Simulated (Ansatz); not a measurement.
The starting structures come from a database of crystals and need not be the phases stable at ambient conditions.

By PBEsol, the system below comes out a metal.

Consider the following.

```yaml
crystal:
  lattice:
    - [4.14260, 0.00000, 0.00000]
    - [-2.07130, 3.58760, 0.00000]
    - [2.07130, 1.19587, 1.69121]
  atoms:
    - { symbol: Ti, position: [0.00000, 0.50000, 0.50000] }
    - { symbol: Be, position: [0.00000, 0.00000, 0.00000] }
```

The cell is taken as given; by PBEsol it stands under a pressure of -3.0 GPa.

The current flows along the normal of the first two printed cell vectors, the (111) plane of the conventional cell. No spin-orbit coupling; the value is a mean over 0.1 eV about the Fermi level.

### Question
Predict the ballistic conductance per area from PBEsol (Ansatz, an electronic-structure program).

### Answer
0.21 × 10¹⁵ S/m² for both spins.
